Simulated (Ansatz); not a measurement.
Start from ZnS in the zinc blende structure (space group F-43m, No. 216; a = 5.297 Å). Axes: x, y, z lie along the cube axes.

Computed with Ansatz (a program for electronic structure) LDA, scalar-relativistic without spin-orbit coupling.

For the base:

| Property | Value |
|---|---|
| Shortest interatomic distance | 2.294 Å |
| Pressure | -0.1 kbar |
| Band gap | 2.13 eV |

One thing is altered: compressive biaxial strain of 1.67 % in the plane normal to [111], as in epitaxy on a mismatched substrate; the out-of-plane cell vector and the atoms relax.

Task: How does this affect the shortest interatomic distance?

Result: The shortest interatomic distance drops by 0.0192 Å to 2.274 Å.

Task: Predict the new pressure.

Result: The pressure (mean of the normal stresses, compression positive) goes up by 20.11 kbar, from -0.1 kbar to 20.1 kbar.

Task: What does the calculation give for the band gap after the change?

Result: The band gap goes up by 0.02 eV to 2.15 eV.

Stability against distortions was not tested.
